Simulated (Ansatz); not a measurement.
The reference is BaTiO$_{3}$ (space group P4mm, No. 99).

```
CELL_PARAMETERS angstrom
      3.98546     0.00000     0.00000
      0.00000     3.98546     0.00000
      0.00000     0.00000     4.20133
ATOMIC_POSITIONS crystal
  Ti 0.50000 0.50000 0.45767
  Ba 0.00000 0.00000 0.94044
  O  0.50000 0.50000 0.88899
  O  0.50000 0.00000 0.40945
  O  0.00000 0.50000 0.40945
```

Cartesian axes are those of the cell as printed.

The values are results of PBE, PAW, 420 eV (Ansatz, a quantum-chemistry and plane-wave program; scalar-relativistic without spin-orbit coupling), not measurements.

Base values:

The width of the top valence band comes out as 1.39 eV.

One thing is altered: biaxial strain −1.40 %, plane normal [001], relaxed out of plane (Cartesian); in-plane vectors clamped, the third vector and the atoms free.

How does this affect the out-of-plane strain and width of the top valence band?

The out-of-plane strain amounts to +3.02 %; the width of the top valence band increases by 0.24 eV (1.39 eV → 1.63 eV).

The levels and masses belong to the bands next to the band gap. Stability against distortions was not tested. All final runs are without spin polarisation.
